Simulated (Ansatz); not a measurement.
Take La₂O₃ (space group P-3m1, No. 164; a = 3.906 Å, c = 6.040 Å) as the base.

It is then changed as follows: cell and atoms relaxed at a pressure of 15 GPa.

Levels (all Ansatz, an electronic-structure program, PAW): PBEsol (420 eV, scalar-relativistic without spin-orbit coupling); r2SCAN (500 eV, without spin-orbit coupling).

The geometry is relaxed with PBEsol.

| Item | Value |
|---|---|
| PBEsol lowest conduction level above the VBM at special points | K 3.69 eV; M 3.88 eV; Γ 4.20 eV; H 4.35 eV |
| PBEsol smallest direct gap | 3.82 eV |
| PBEsol pressure | 149.9 kbar |

**Question.** How does going to r2SCAN change the lowest conduction level above the VBM at special points, smallest direct gap and pressure?

**Answer.** The lowest conduction level above the VBM at special points becomes K 4.15 eV; M 4.41 eV; Γ 4.78 eV; H 4.84 eV (PBEsol: K 3.69 eV; M 3.88 eV; Γ 4.20 eV; H 4.35 eV); the smallest direct gap rises by 0.48 eV (3.82 eV → 4.30 eV); the pressure grows by 55.56 kbar (149.9 kbar → 205.4 kbar).

Single points use the geometry relaxed with PBEsol. Their cutoffs differ, which shifts pressures a little. Load acts through the strain it causes; cell and atoms are relaxed under it. Whether these cells are dynamically stable was not tested. Competing high-pressure phases were not computed.
